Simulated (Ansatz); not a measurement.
## A constructed model of the (111) surface of fcc Ir, a pseudomorphic layer of Co in the other hollow (bottom of the slab: a bare face, its two planes held)

Level of theory: PBE (plane waves to 420 eV, PAW; Ansatz, a program for electronic structure).

Slab: 7 atoms, 13.5 Å thick at the start with caps and adatoms (thin: gaps and levels are the slab's own); k 16x16x1, smearing 0.1 eV, dipole-corrected; 2 atoms held, the rest relaxed; start symmetry kept, larger cells not searched; spin-polarised, ending with about 2.1 μB a cell; orders that need a larger cell were not tried, no spin-orbit, no U. In PBE it lies 0.01 eV a 1x1 cell over the lowest computed structure of the same composition (a pseudomorphic layer of Co in the host's stacking).

The work function of the top face comes out as 4.74 eV, the energy released by relaxation is 0.24 eV and the magnetic moment of the cell comes out as 2.15 μB. The cost is roughly 7 core-minutes.
